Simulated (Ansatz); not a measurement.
The starting structures come from a database of crystals and need not be the phases stable at ambient conditions.

 Where the default PAW files enter, the runs use the earlier of Ansatz's two default sets.

Consider the following.

```xyz
12
Lattice="4.3611 0.0000 0.0000 0.0000 7.4018 0.0000 -1.5219 0.0000 7.6390" Properties=species:S:1:pos:R:3 pbc="T T T"
Ag     2.8649     3.6357     1.5768
Ag    -0.0257     3.7661     6.0622
Ag     2.9158     7.3366     2.2427
Ag    -0.0766     0.0652     5.3963
Ag     2.2126     2.2721     4.2556
Ag     0.6266     5.1297     3.3834
Ag     2.0462     5.9730     7.2029
Ag     0.7930     1.4288     0.4361
S      1.3049     1.7517     6.5654
S      1.5343     5.6501     1.0736
S      2.9539     5.4526     4.8931
S     -0.1147     1.9492     2.7459
```

Space group of this cell: P2_1/c. The cell is taken as given; by PBEsol its mean pressure is -5.5 GPa.

The current runs along the normal of the first two printed vectors. All runs by Ansatz (a quantum-chemistry and plane-wave program), plane waves and PAW, without spin-orbit coupling; the base is PBEsol.

```tsv
run	mean pressure (GPa)	gap (eV)	mid-gap κ (1/Å)
base	-5.5	0.88	0.137
all lengths scaled by 0.98	-1.7	0.94	0.138
all lengths scaled by 1.02	-8.1	…	0.134
lda in place of pbesol	-8.4	…	…
lengths across the current scaled by 0.98, ions clamped	-3.1	…	0.139
lengths across the current scaled by 1.02, ions clamped	-7.3	0.81	0.132
lengths along the current scaled by 0.97, ions clamped	-3.7	0.92	0.134
lengths along the current scaled by 1.03, ions clamped	-6.9	0.84	0.139
```

Q: Fill in the missing entries.

A: 
- all lengths scaled by 1.02, gap (eV): 0.79
- lda in place of pbesol, gap (eV): 0.86
- lda in place of pbesol, mid-gap κ (1/Å): 0.131
- lengths across the current scaled by 0.98, ions clamped, gap (eV): 0.95
